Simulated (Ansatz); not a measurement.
An ideal cubic perovskite cell is held by its symmetry; such compounds can tilt or shift off centre at room temperature. The starting structures come from a database of crystals and need not be the phases stable at ambient conditions.

 Where the default PAW files enter, the runs use the earlier of Ansatz's two default sets.

## Evanescent states of HfPbO3 (Pm-3m, cubic perovskite, not sure to be the ambient phase, 5 atoms a cell, 14.4 Å³ an atom, -3 GPa at this level) along the normal of (110)

The numbers are results of r2SCAN (plane waves, PAW; Ansatz, a program for electronic structure), not measurements.

No gap correction and no spin-orbit coupling; mid-gap values are interpolated between computed energies.

Energies count from the valence-band top; κ is the least over a 8×6 mesh across the current.

| E (eV) | κ (1/Å) | where |
|---|---|---|
| 0.07 | 0.100 | off Γ |
| 0.23 | 0.146 | off Γ |
| 0.38 | 0.174 | off Γ |
| 0.53 | 0.192 | off Γ |
| 0.68 | ___ | off Γ |
| 0.82 | ___ | off Γ |
| 0.97 | ___ | off Γ |
| 1.12 | ___ | off Γ |
| 1.27 | ___ | off Γ |
| 1.43 | ___ | off Γ |
| 1.57 | ___ | off Γ |
| 1.73 | ___ | off Γ |
| 1.88 | ___ | off Γ |
| 2.02 | ___ | off Γ |
| 2.17 | ___ | off Γ |
| 2.33 | 0.175 | off Γ |
| 2.48 | 0.155 | off Γ |
| 2.62 | 0.127 | off Γ |
| 2.77 | 0.085 | off Γ |

Q: Some entries are withheld; supply them.

A: 
- 0.68, κ (1/Å): 0.206
- 0.82, κ (1/Å): 0.215
- 0.97, κ (1/Å): 0.222
- 1.12, κ (1/Å): 0.226
- 1.27, κ (1/Å): 0.228
- 1.43, κ (1/Å): 0.227
- 1.57, κ (1/Å): 0.225
- 1.73, κ (1/Å): 0.220
- 1.88, κ (1/Å): 0.213
- 2.02, κ (1/Å): 0.204
- 2.17, κ (1/Å): 0.191
